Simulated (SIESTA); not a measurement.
A self-consistent single point of Pd (Fm-3m, 1 atom in the cell) with SIESTA

Method: GGA PBE, numerical atomic orbitals TZP, PseudoDojo PBE standard norm-conserving potentials (rewritten from UPF to PSML) in SIESTA.

The input file:

```
# files in the folder: Pd.psml (PseudoDojo PBE standard)
SystemName  Pd
SystemLabel Pd

NumberOfAtoms                1
NumberOfSpecies              1
%block ChemicalSpeciesLabel
  1 46 Pd
%endblock ChemicalSpeciesLabel
LatticeConstant              1.0 Ang
%block LatticeVectors
     0.000000000    1.950835000    1.950835000
     1.950835000    0.000000000    1.950835000
     1.950835000    1.950835000    0.000000000
%endblock LatticeVectors
AtomicCoordinatesFormat      Bohr
%block AtomicCoordinatesAndAtomicSpecies
     0.000000000    0.000000000    0.000000000  1
%endblock AtomicCoordinatesAndAtomicSpecies

XC.functional                GGA
XC.authors                   PBE
PAO.BasisSize                TZP
PAO.EnergyShift              0.01 Ry
MeshCutoff                   400 Ry
%block kgrid.MonkhorstPack
    7   0   0  0.0
    0   7   0  0.0
    0   0   7  0.0
%endblock kgrid.MonkhorstPack
OccupationFunction           FD
ElectronicTemperature        100.0 meV

MaxSCFIterations             150
SCF.Mixer.Method             Pulay
SCF.Mixer.Weight             0.2
SCF.Mixer.History            8
SCF.DM.Tolerance             1.0E-05
Diag.ParallelOverK           true
WriteForces                  true
```

Output (repeated stretches shortened):

```
reinit: Reading from file input.fdf

reinit: System Name: Pd
reinit: System Label: Pd

coor:   Atomic-coordinates input format  =     Cartesian coordinates
coor:                                            (in Bohr units)

siesta: Atomic coordinates (Bohr) and species
siesta:      0.00000   0.00000   0.00000  1        1

siesta: System type = bulk

initatomlists: Number of atoms, orbitals, and projectors:      1    25    18

siesta: ******************** Simulation parameters ****************************
redata: Spin configuration                          = none
redata: Time-Reversal Symmetry                      = T
redata: Number of Atomic Species                    =        1
redata: Mesh Cutoff                                 =   400.0000 Ry
redata: Net charge of the system                    =     0.0000 |e|
redata: Min. number of SCF Iter                     =        0
redata: Max. number of SCF Iter                     =      150
redata: SCF convergence failure will abort job
redata: SCF mix quantity                            = Hamiltonian
redata: Mix DM or H after convergence               =   F
redata: Recompute H after scf cycle                 =   F
redata: Mix DM in first SCF step                    =   T
redata: No kicks to SCF
redata: DM Mixing Weight for Kicks                  =     0.5000
redata: Require Harris convergence for SCF          =   F
redata: Harris energy tolerance for SCF             =     0.000100 eV
redata: Require DM convergence for SCF              =   T
redata: DM tolerance for SCF                        =     0.000010
redata: Require EDM convergence for SCF             =   F
redata: EDM tolerance for SCF                       =     0.001000 eV
redata: Require H convergence for SCF               =   T
redata: Hamiltonian tolerance for SCF               =     0.001000 eV
redata: Require (free) Energy convergence for SCF   =   F
redata: (free) Energy tolerance for SCF             =     0.000100 eV
redata: Using DFT-D3 dispersion                     =   F
redata: Using Saved Data (generic)                  =   F
redata: Method of Calculation                       = Diagonalization
redata: Electronic Temperature                      =  1160.4518 K
redata: Number of TDED substeps                     =        3
redata: Dynamics option                             = Single-point calculation
redata: Save all siesta data in one NC              =   F
redata: ***********************************************************************

%block SCF.Mixers
  Pulay
%endblock SCF.Mixers

%block SCF.Mixer.Pulay
  # Mixing method
  method pulay
  variant stable

  # Mixing options
  weight 0.2000
  weight.linear 0.2000
  history 8
%endblock SCF.Mixer.Pulay

DM_history_depth set to one: no extrapolation allowed by default for geometry relaxation
Size of DM history Fstack: 1
Total number of electrons:    18.000000
Total ionic charge:    18.000000

* ProcessorY, Blocksize:    1  26

* Orbital distribution balance (max,min):    25    25

 Kpoints in:          196 . Kpoints trimmed:          172

siesta: k-grid: Number of k-points = 172
siesta: k-points from Monkhorst-Pack grid
siesta: k-cutoff (effective) =     9.656 Ang
siesta: k-point supercell and displacements
siesta: k-grid:     7     0     0      0.000
siesta: k-grid:     0     7     0      0.000
siesta: k-grid:     0     0     7      0.000

diag: Algorithm                                     = D&C
diag: Parallel over k                               =   F
diag: Use parallel 2D distribution                  =   F
diag: Parallel block-size                           = 26
diag: Parallel distribution                         =     1 x     1
diag: Used triangular part                          = Lower
diag: Absolute tolerance                            =  0.100E-15
diag: Orthogonalization factor                      =  0.100E-05
diag: Memory factor                                 =  1.0000

superc: Internal auxiliary supercell:     9 x     9 x     9  =     729
superc: Number of atoms, orbitals, and projectors:    729  18225  13122

                        Single-point calculation

superc: Internal auxiliary supercell:     9 x     9 x     9  =     729
superc: Number of atoms, orbitals, and projectors:    729  18225  13122

outcell: Unit cell vectors (Ang):
        0.000000    1.950835    1.950835
        1.950835    0.000000    1.950835
        1.950835    1.950835    0.000000

outcell: Cell vector modules (Ang)   :    2.758897    2.758897    2.758897
outcell: Cell angles (23,13,12) (deg):     60.0000     60.0000     60.0000
outcell: Cell volume (Ang**3)        :     14.8488
new_DM -- step:     1
Initializing Density Matrix...

Attempting to read DM from file... Failed...
DM filled with atomic data:

InitMesh: MESH = 30 x 30 x 30 = 27000
InitMesh: Mesh cutoff (required, used) =   400.000   490.190 Ry

stepf: Fermi-Dirac step function

        iscf     Eharris(eV)        E_KS(eV)     FreeEng(eV)     dDmax    Ef(eV) dHmax(eV)
   scf:    1    -3680.568982    -3685.678487    -3685.746408  0.979515 -4.747280  2.648269
   scf:    2    -3685.970110    -3685.844843    -3685.913037  0.055893 -5.086712  1.189721
   scf:    3    -3685.906533    -3685.886745    -3685.953044  0.044219 -5.374151  0.071799
   scf:    4    -3685.883262    -3685.885522    -3685.952134  0.011481 -5.459914  0.189686
   scf:    5    -3685.886793    -3685.886414    -3685.953163  0.007068 -5.416413  0.016787
   scf:    6    -3685.886428    -3685.886425    -3685.953171  0.000914 -5.410747  0.003487
   scf:    7    -3685.886426    -3685.886425    -3685.953171  0.000112 -5.411510  0.001226
   scf:    8    -3685.886426    -3685.886425    -3685.953171  0.000051 -5.411871  0.000136
mix: Pulay -- inversion failed, > SVD [rank/size] 4 / 7
   scf:    9    -3685.886425    -3685.886425    -3685.953171  0.000003 -5.411888  0.000077

SCF Convergence by DM+H criterion
max |DM_out - DM_in|         :     0.0000025810
max |H_out - H_in|      (eV) :     0.0000769279
SCF cycle converged after 9 iterations

Using DM_out to compute the final energy and forces

siesta: E_KS(eV) =            -3685.8864

siesta: E_KS - E_eggbox =     -3685.8864

siesta: Atomic forces (eV/Ang):
     1    0.000000    0.000000    0.000000
   Tot    0.000000    0.000000    0.000000
   Max    0.000000
   Res    0.000000    sqrt( Sum f_i^2 / 3N )
   Max    0.000000    constrained

Stress tensor Voigt[x,y,z,yz,xz,xy] (kbar):      -52.92      -52.92      -52.92       -0.16       -0.16       -0.16
(Free)E + p*V (eV/cell)    -3685.4627
Target enthalpy (eV/cell)    -3685.9532

siesta: Program's energy decomposition (eV):
siesta: Ebs     =      -591.201205
siesta: Eions   =      4961.255653
siesta: Ena     =       572.907297
siesta: Ekin    =      1235.401491
siesta: Enl     =        34.672610
siesta: Eso     =         0.000000
siesta: Edftu   =         0.000000
siesta: DEna    =         7.988219
siesta: DUscf   =         0.074431
siesta: DUext   =         0.000000
siesta: Ex      =      -542.980531
siesta: Ec      =       -32.694290
siesta: Exc     =      -575.674821
siesta: Eharris =     -3685.886425
siesta: Etot    =     -3685.886425
siesta: FreeEng =     -3685.953171

siesta: Stress tensor (static) (eV/Ang**3):
siesta:    -0.033030   -0.000101   -0.000101
siesta:    -0.000101   -0.033030   -0.000101
siesta:    -0.000101   -0.000101   -0.033030

siesta: Cell volume =         14.848809 Ang**3

siesta: Pressure (static):
siesta:                Solid            Molecule  Units
siesta:           0.00035974          0.00035974  Ry/Bohr**3
siesta:           0.03303007          0.03303007  eV/Ang**3
siesta:          52.92001125         52.92001125  kBar
```

The run converged in 9 iterations.

The starting cell has typed, rounded lattice constants, without a prior relaxation at this level. Its lattice was rescaled by up to half a per cent. Spin polarisation is off. Values carry the incompleteness of an atom-centred basis. With a pressure of about 5 GPa the cell is away from its equilibrium volume at this level.
